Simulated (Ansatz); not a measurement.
**Li: response to strain**

Consider Li in the bcc (W type) structure (space group Im-3m, No. 229; a = 3.435 Å; relaxed with 0.1 eV smearing).

Strains are applied to the cell and any free atomic positions relax.

Computed with plane-wave PAW DFT at the PBE level (Ansatz, an electronic-structure program, 420 eV), no spin-orbit coupling.

Candidates:
(a) isotropic strain +2.50 %
(b) isotropic strain +2.00 %
(c) isotropic strain −1.00 %
(d) isotropic strain −1.50 %

Notes on the quantities. energy relative to the base: free energy F.

### Question
Order them by energy relative to the base, highest first.

### Answer
(a) isotropic strain +2.50 % (+4.6 meV/atom), (b) isotropic strain +2.00 % (+3.0 meV/atom), (d) isotropic strain −1.50 % (+1.9 meV/atom), (c) isotropic strain −1.00 % (+0.8 meV/atom)

No phonon test of stability was made.
